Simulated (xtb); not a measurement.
xtb 6.7.1, GFN2-xTB: W(NMe)(S)(Br)(OSiH3) (C[N]=[W](=[S])([Br])[O][SiH3]), 13 atoms. The geometry is a generated start, not checked to be a minimum at this level.

| Item | Result |
|---|---|
| run flags | --grad |
| method | GFN2-xTB |
| --acc | 1 (default) |
| --etemp (K) | 300 (default) |
| basis functions | 58 |
| valence electrons | 44 |

```xyz
13

W     -0.7288     0.8348     0.4144
N     -1.3435    -0.6167    -0.4085
C     -1.8350    -1.8936    -0.7778
H     -2.2835    -1.8704    -1.7784
H     -1.0203    -2.6284    -0.7842
H     -2.6000    -2.2247    -0.0611
S     -0.8807     0.4979     2.5693
Br    -2.2312     2.6497    -0.0723
O      1.0572     1.2579     0.0233
Si     2.6635     1.0368     0.1904
H      3.0396     1.5797     1.5046
H      3.2727     1.7925    -0.9087
H      2.8899    -0.4155     0.0889
```

Charge 0 and multiplicity 1 are set for this test and not shown to be the ground state.

One run each on 1 thread. Values of broydamp tried: 0.02, 0.05, 0.1, 0.2, 0.4 (default), 0.6, 0.8, 1.

Predict the course of the SCC iterations along this series.

Fewest SCC iterations, within one of each other: 0.4 (default) with 26, 0.6 with 27. The count rises to 39 at 0.02. All converge to one solution.

| broydamp | SCC iterations | end |
|---|---|---|
| 0.02 | 39 | same solution |
| 0.05 | 33 | same solution |
| 0.1 | 28 | same solution |
| 0.2 | 28 | same solution |
| 0.4 (default) | 26 | same solution |
| 0.6 | 27 | same solution |
| 0.8 | 29 | same solution |
| 1 | 29 | same solution |
